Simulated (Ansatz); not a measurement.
The reference is MoS2 in the 2H-MoS2 type structure (space group P6_3/mmc, No. 194; a = 3.149 Å, c = 12.090 Å; layered, stacked along the Cartesian z axis).

All numbers come from PBE-D3(BJ) (Ansatz, a first-principles code; PAW; 420 eV plane waves; no SOC).

For the base:

```
Item                                           Value
-----------------------------  ---------------------
Band gap                                     0.78 eV
Width of the top valence band                1.69 eV
Valence-band top at Γ          0.00, -1.11, -1.28 eV
Smallest direct gap                          1.70 eV
Pressure                                   -0.01 GPa
```

Perturbation: the cell is scaled by 1.0052 in all directions, atoms relaxed at fixed cell.

Problem. How does this affect the band gap, width of the top valence band, valence-band top at Γ, smallest direct gap and pressure?

Solution. The band gap rises by 0.02 eV to 0.80 eV; the width of the top valence band hardly moves (1.69 eV against 1.68 eV); the valence-band top at Γ (three highest levels, from the VBM) becomes 0.00, -1.13, -1.22 eV (base: 0.00, -1.11, -1.28 eV); the smallest direct gap decreases by 0.05 eV, from 1.70 eV to 1.65 eV; the pressure (mean of the normal stresses, compression positive) decreases by 1.13 GPa, from -0.01 GPa to -1.14 GPa.

The cells carry an imposed strain or load. Stability against distortions was not tested.
